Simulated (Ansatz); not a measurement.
**Effect of Se → S on CdSe**

The parent structure is CdSe in the wurtzite structure (space group P6_3mc, No. 186; a = 4.302 Å, c = 7.021 Å).

Now apply this change: full substitution Se → S, then cell and atoms are relaxed.

Method: Kohn–Sham DFT with the PBEsol functional, run in Ansatz (a quantum-chemistry and plane-wave program) with PAW and 420 eV plane waves, no spin-orbit coupling, earlier PAW set. Γ-centred 9×9×5 mesh, Fermi–Dirac width 0.05 eV.

| quantity | base | changed | shift |
|---|---|---|---|
| volume per atom | 28.13 Å³ | 24.71 Å³ | -3.42 Å³ |
| density | 5.65 g/cm³ | 4.85 g/cm³ | -0.793 g/cm³ |
| lattice parameter a | 4.302 Å | 4.124 Å | -0.178 Å |
| c/a ratio | 1.632 | 1.627 | -0.005 |
| band gap | 0.54 eV | 1.09 eV | +0.55 eV |
| gap character | direct at Γ | direct at Γ | – |
| width of the top valence band | 1.75 eV | 1.74 eV | -0.01 eV |
| electron mass | 0.055 mₑ (at Γ) | 0.11 mₑ along c, 0.12 mₑ across (at Γ) | – |
| valence-band top at Γ (three highest levels, from the VBM) | 0.00, 0.00, -0.05 eV | 0.00, 0.00, -0.05 eV | – |

Final structure:

```yaml
crystal:
  lattice:
    - [4.12429, 0.00000, 0.00000]
    - [-2.06214, 3.57174, 0.00000]
    - [0.00000, 0.00000, 6.71031]
  atoms:
    - { symbol: Cd, position: [0.66667, 0.33333, 0.00090] }
    - { symbol: Cd, position: [0.33333, 0.66667, 0.50090] }
    - { symbol: S, position: [0.66667, 0.33333, 0.62430] }
    - { symbol: S, position: [0.33333, 0.66667, 0.12430] }
```

Effective masses come from finite differences of ±0.01 Å⁻¹. No phonon test of stability was made.
